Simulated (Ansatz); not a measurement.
White tin (β-Sn) was calculated with PBE0-D3(BJ) (Ansatz, a first-principles code, PAW).

Settings: plane-wave cutoff 460 eV, 10×10×10 k mesh, Fermi–Dirac smearing 0.05 eV, scalar-relativistic PAW data made under PBE.

Computed at the level's own relaxed cell.

Estimate the equilibrium lattice constant a and lattice parameter c that the calculation returns.


equilibrium lattice constant a: 5.792 Å
lattice parameter c: 3.103 Å

Measured, for comparison: lattice constant a 5.831 Å, lattice parameter c 3.181 Å (293 K, no zero-point or thermal correction; as tabulated in Wikipedia's data pages). Computed (rounded) less measured: lattice constant a -0.7 %, lattice parameter c -2.5 %. A static lattice is as a rule a little smaller and stiffer than an uncorrected measurement, which narrows the difference in the lattice constant a and would widen misses of the other sign.

Spin–orbit coupling is not included.

The result took about 90 core-minutes (a rough figure).
